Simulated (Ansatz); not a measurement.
## CdS: band gap against strain

CdS (wurtzite, P6_3mc, 26.037 Å³/atom at rest, c along z) under an equal strain ε in the (0001) plane with the normal axis free, as in a coherent film. PBE in Ansatz, a plane-wave DFT program (PAW, default set), 420 eV, 9×9×5 Γ-centred mesh, Fermi-Dirac smearing 0.05 eV; ions are relaxed within the symmetry of each cell. Gaps are the smallest over the k-mesh and a band path, without spin-orbit coupling; in all rows the valence edge lies at Γ and the conduction edge at Γ.

Here s stands for strain and Eg for gap.

```csv
strain (%),gap (eV)
-3.00,?
-1.80,1.088
-1.20,1.100
-0.60,1.108
0.00,1.112
```

Q: Fit Eg against s with a straight line, and predict the withheld value at s = -3.00.

A: Means: s -0.90000, Eg 1.1020. About the means, the sum of products is 0.024000 and the sum of squares of s is 1.8000; the slope is their ratio. Least squares gives Eg = 1.1140 + 0.01333·s. Residuals (row less fit): -0.0020, 0.0020, 0.0020, -0.0020; standard error 0.0028 (degrees of freedom: 2). Over these rows the gap moves by 1.3 ± 0.2 eV per unit strain. At the withheld row, Eg = 1.1140 + 0.01333 × (-3.0) = 1.0740 eV. The calculation gives 1.050 eV, 0.0240 eV below the prediction (38.7 % of the range of Eg in the table). The row lies outside the fitted rows, so this is an extrapolation. From the scatter of the fitted rows alone, a prediction at this place has a standard error of 0.0054 eV, so the miss is 4.4 times that.

One order more, fitted to all 6 runs of the series, follows each within 0.001, so the miss is the next term of a smooth law. Rows are the converged runs of the series near zero and its far end; series whose fitted rows scatter by over a few per cent of the range, as at a crossing or softening among them, aren't shown in this form. Most that stay on the fit to the last digits aren't either.
